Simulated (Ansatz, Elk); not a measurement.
An Ansatz (a quantum-chemistry and plane-wave program) input for a self-consistent single point of BaS (Fm-3m, 2 atoms in the cell) (DFT, PBE, plane waves, default PAW files):

Ansatz 0.2 input:
```yaml
# BaS
crystal:
  lattice:
    - [0.000000, 3.195000, 3.195000]
    - [3.195000, 0.000000, 3.195000]
    - [3.195000, 3.195000, 0.000000]
  atoms:
    - { symbol: Ba, position: [0.000000, 0.000000, 0.000000] }
    - { symbol: S, position: [0.500000, 0.500000, 0.500000] }
kpoints:
  mp_grid: { grid: [7, 7, 7] }
hamiltonian:
  xc: pbe
  pseudopotentials: { kind: paw }
scf:
  occupations: { method: fermi_dirac, width: 0.0007 Ry }
output:
  forces: true
  eigenvalues: true
  stress: true
```

Question: Give the Elk input for the same structure, mesh, smearing and functional.

Answer: This is the input that was run; spellings and numerical settings could be chosen otherwise.

```
tasks
  0

xctype
  20

tforce
  .true.

rgkmax
  7.5

gmaxvr
  18.0

lmaxapw
  10

lmaxo
  8

nxlo
  2

lorbcnd
  .true.

lradstp
  2

nrmtscf
  2.0

lmaxi
  4

stype
  3

swidth
  0.000367493

avec
    0.0000000000    6.0376749682    6.0376749682
    6.0376749682    0.0000000000    6.0376749682
    6.0376749682    6.0376749682    0.0000000000

atoms
  2   : nspecies
  'Ba.in'   : spfname
  1   : natoms; atposl, bfcmt below
  0.0000000000  0.0000000000  0.0000000000    0.0 0.0 0.0
  'S.in'   : spfname
  1   : natoms; atposl, bfcmt below
  0.5000000000  0.5000000000  0.5000000000    0.0 0.0 0.0

ngridk
  7 7 7
```

Basis, cutoffs, solver keys and any potentials are the target program's own. This input uses DFT, PBE, all-electron FP-LAPW, Elk's shipped species files, APW+lo basis with extra local orbitals. The width in Ry is rounded to four decimals. Both were run: gap on the mesh 2.266 eV in Ansatz and 2.271 in Elk.

On Ansatz: the starting cell has typed, rounded lattice constants, without a prior relaxation at this level.

On Elk: the starting cell has typed, rounded lattice constants, without a prior relaxation at this level. Values depend on the basis (sphere radii, cutoffs, local orbitals), which need not be converged.
